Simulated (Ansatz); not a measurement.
Abridged Ansatz (an electronic-structure program) output:

```
Pseudopotential: Ti, paw, valence charge 12
Pseudopotential: Ga, paw, valence charge 13
Crystal: 8 atoms, lattice volume = 125.761 Å³
Basis set: ecut = 420 eV, 2439 PW (Γ), exchange–correlation on 80×80×64 points (8 copies of the dense FFT grid, shifted against one another)
Bands: 57, of which v1, the nominal top of the filled ones, is band 49 counted from 1 (48 counted from 0)
Symmetry: 24 space group operations
k-points: 84 of 1000
Functional: x = pbesol(κ = 0.804, μ = 0.12345679012345678), c = pbesol(β = 0.046)
SCF iter   1: F=—  HF=-22332.679647 eV  |F-HF|=—  |Δ(HF+E_count)|=         —  Δρ=7.06e-3  dr2=4.38e-2  ethr=1.77e-3  ⟨swp⟩=6.6  Hψ=19235  notcnv=0
SCF iter   2: F=—  HF=-22332.667312 eV  |F-HF|=—  |Δ(HF+E_count)|=   1.23e-2  Δρ=3.31e-3  dr2=1.02e-2  ethr=4.47e-5  ⟨swp⟩=3.0  Hψ=10162  notcnv=0
SCF 1 converged in 9 iterations: F = -22332.664877 eV  dr2 = 4.73e-10
SCF converged after 9 iterations
Free energy (F): -22332.664877 eV
Internal energy: -22332.618581 eV  (E = F + TS)
E sigma→0 (E₀):  -22332.641729 eV
Entropy (-TS):   -0.046296 eV (-5.787 meV/atom)
Fermi energy:    13.927348 eV
--- Forces (eV/Å), atoms counted from 1 ---
  atom   1  Ti     0.00000000     0.00341586     0.00000000
  atom   2  Ti    -0.00295822     0.00170793     0.00000000
  atom   3  Ti    -0.00295822    -0.00170793     0.00000000
  atom   4  Ti     0.00000000    -0.00341586     0.00000000
  atom   5  Ti     0.00295822    -0.00170793     0.00000000
  atom   6  Ti     0.00295822     0.00170793     0.00000000
  atom   7  Ga    -0.00000000    -0.00000000     0.00000000
  atom   8  Ga    -0.00000000     0.00000000     0.00000000
--- Stress (GPa, compression-positive) ---
       -0.008314       0.000000       0.000000
       -0.000000      -0.008314       0.000000
        0.000000       0.000000      -0.008701
  P = ⅓ Tr σ = -0.0084 GPa (-0.084 kbar)
```

### Question
What was computed, and what are the main results?

### Answer
Ti3Ga, 8 atoms in the cell, with Ansatz, PBEsol, PAW, cutoff 420 eV, no spin-orbit coupling. The last SCF converged to F = -22332.664877 eV, or -2791.5831 eV per atom, at a pressure of -0.01 GPa. The total energy compares only with runs of the same code, potentials and settings.

Stability against distortions was not tested. The final runs are not spin-polarised. The cell was made from Ti3Al by this change: Al → Ga; the result is a model cell.
